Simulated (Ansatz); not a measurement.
Start from BaP3 (space group C2/m, No. 12; a cell from a computed database, its experimental status unchecked).

```
BaP3
1.0
    5.87787    -3.85150     0.00000
    5.87787     3.85150     0.00000
   -1.82660     0.00000     4.42426
Ba P
2 6
Direct
  0.82640   0.82640   0.68591
  0.17360   0.17360   0.31409
  0.59109   0.59109   0.97729
  0.40891   0.40891   0.02271
  0.18456   0.64935   0.29165
  0.81544   0.35065   0.70835
  0.35065   0.81544   0.70835
  0.64935   0.18456   0.29165
```

Cartesian axes are those of the cell as printed.

Calculations: Kohn–Sham DFT with the r2SCAN functional, run in Ansatz (a program for electronic structure) with PAW and 500 eV plane waves, no spin-orbit coupling, earlier PAW set.

It is then changed as follows: an isotropic linear strain of +1.33 %, atoms relaxed at fixed cell.

Q: Predict the stress tensor and what it implies for the stiffness.

A: Stress of the strained cell less that of the base (GPa, compression positive):
```
  -1.67    0.00    0.21
   0.00   -1.73    0.00
   0.21    0.00   -1.63
```

Then B = −ΔP/(ΔV/V₀) with ΔV/V₀ = 0.0404 gives secant stiffness values (nonlinear terms included at this strain): B (at held cell shape, above the free-shape value) ≈ 41 GPa.

As a check, the harmonic strain energy −½ V₀ Δσ:ε is 5.2 meV/atom; the computed energy rise is 5.5 meV/atom.

Whether these cells are dynamically stable was not tested.
